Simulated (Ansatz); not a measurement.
Base system: LuCl$_{3}$ (space group R-3c, No. 167; a hypothetical phase, not in the database extracts checked).

```
LuCl3
1.0
    3.21569     1.85658     5.88867
   -3.21569     1.85658     5.88867
    0.00000    -3.71316     5.88867
Lu Cl
2 6
Cartesian
  0.00000   0.00000   0.00000
  0.00000   0.00000   8.83300
 -1.00483  -1.85658   7.36084
  2.11026   0.05808   7.36084
 -1.10543   1.79850   7.36084
  1.00483   1.85658  10.30517
 -2.11026  -0.05808  10.30517
  1.10543  -1.79850  10.30517
```

Cartesian axes are those of the cell as printed.

The values are results of Ansatz (an electronic-structure program), PBEsol, PAW, cutoff 420 eV, spin-orbit coupling left out, not measurements.

For the base:

The band gap is 4.63 eV and the volume per atom comes out as 26.37 Å³. The valence-band top at Γ comes out as 0.00, -0.08, -0.08 eV.

The change: uniaxial stress, 3 GPa tension along z; all other stress components relax to zero.

Question: Predict the new band gap.

Answer: The band gap drops by 0.054 eV (4.63 eV → 4.57 eV).

Question: What does the calculation give for the volume per atom after the change?

Answer: The volume per atom goes up by 0.49 Å³, from 26.37 Å³ to 26.86 Å³.

Question: What happens to the energy relative to the base?

Answer: The energy goes up by 19 meV/atom.

Question: Estimate the effect on the valence-band top at Γ.

Answer: The valence-band top at Γ (three highest levels, from the VBM) goes from 0.00, -0.08, -0.08 eV to 0.00, 0.00, -0.28 eV.

Load acts through the strain it causes; cell and atoms are relaxed under it. Stability under load was not tested beyond the relaxation. The base started in R32 and relaxed to R-3c at this level.
